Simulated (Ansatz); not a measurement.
**BaTiO3: stress against strain**

BaTiO3 (cubic perovskite, Pm-3m, 12.182 Å³/atom at rest, cube axes along x, y and z) under a strain ε along a cube axis (axis z), the other axes held. LDA in Ansatz, a plane-wave DFT program (PAW, default set), 420 eV, 8×8×8 Γ-centred mesh, Fermi-Dirac smearing 0.05 eV; ions are relaxed within the symmetry of each cell. Stress is positive for a compressed cell.

Here s stands for strain and y for stress zz.

```
strain (%)  stress zz (GPa)
----------  ---------------
-3.00                     ?
-1.20                  4.44
-0.60                  2.15
0.00                  -0.01
0.60                  -2.04
1.20                  -3.95
```

Question: Fit y against s with a straight line, and predict the withheld value at s = -3.00.

Answer: Means: s 0, y 0.118. About the means, the sum of products is -12.582 and the sum of squares of s is 3.6000; the slope is their ratio. Least squares gives y = 0.118 - 3.4950·s. Residuals (row less fit): 0.128, -0.065, -0.128, -0.061, 0.126; standard error 0.137 (degrees of freedom: 3). The slope gives the elastic constant C11 = 350 ± 7 GPa. At the withheld row, y = 0.118 - 3.4950 × (-3.0) = 10.603 GPa. The calculation gives 12.19 GPa, 1.587 GPa above the prediction (9.8 % of the range of y in the table). The row lies outside the fitted rows, so this is an extrapolation. From the scatter of the fitted rows alone, a prediction at this place has a standard error of 0.264 GPa, so the miss is 6.0 times that.

One order more, fitted to all 11 runs of the series, follows each within 0.04, so the miss is the next term of a smooth law. The primitive cell can neither tilt nor turn polar against its symmetry, as such crystals can under strain. BaTiO3 is here the ideal cubic form; the compound distorts at low or room temperature. Rows are the converged runs of the series near zero and its far end; series whose fitted rows scatter by over a few per cent of the range, as at a crossing or softening among them, aren't shown in this form. Most that stay on the fit to the last digits aren't either.
